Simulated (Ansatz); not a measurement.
Take ZnSe in the zinc blende structure (space group F-43m, No. 216; a = 5.6656 Å) as the base.

Structures relaxed with r2SCAN (Ansatz, a quantum-chemistry and plane-wave program), spin-orbit coupling left out.

Base:

Simulated powder pattern, Cu Kα1, λ = 1.54056 Å (kinematic, ideal powder, no thermal factors, no anomalous dispersion; the 10 strongest lines at most, above 2 %, up to 2θ = 90°):

```json
[
 {"2θ (°)": "27.24", "I/Imax (%)": "100", "hkl": "(111)"},
 {"2θ (°)": "45.23", "I/Imax (%)": "73", "hkl": "(220)"},
 {"2θ (°)": "53.61", "I/Imax (%)": "44", "hkl": "(311)"},
 {"2θ (°)": "65.89", "I/Imax (%)": "12", "hkl": "(400)"},
 {"2θ (°)": "72.69", "I/Imax (%)": "17", "hkl": "(331)"},
 {"2θ (°)": "83.53", "I/Imax (%)": "23", "hkl": "(422)"},
 {"2θ (°)": "89.90", "I/Imax (%)": "13", "hkl": "(511)"}
]
```

Modification: a negative pressure, −2 GPa.

Task: Where do the lines fall after the change?

Result: 
Simulated powder pattern, Cu Kα1, λ = 1.54056 Å (kinematic, ideal powder, no thermal factors, no anomalous dispersion; the 10 strongest lines at most, above 2 %, up to 2θ = 90°):

| 2θ (°) | d (Å) | I/Imax (%) | hkl |
|---|---|---|---|
| 26.94 | 3.307 | 100 | (111) |
| 44.72 | 2.025 | 74 | (220) |
| 52.98 | 1.727 | 44 | (311) |
| 65.09 | 1.432 | 12 | (400) |
| 71.78 | 1.314 | 17 | (331) |
| 82.42 | 1.169 | 23 | (422) |
| 88.66 | 1.102 | 13 | (511) |

The indices refer to the base's conventional cell; one index is shown for lines that coincide.

Load acts through the strain it causes; cell and atoms are relaxed under it. Whether these cells are dynamically stable was not tested.
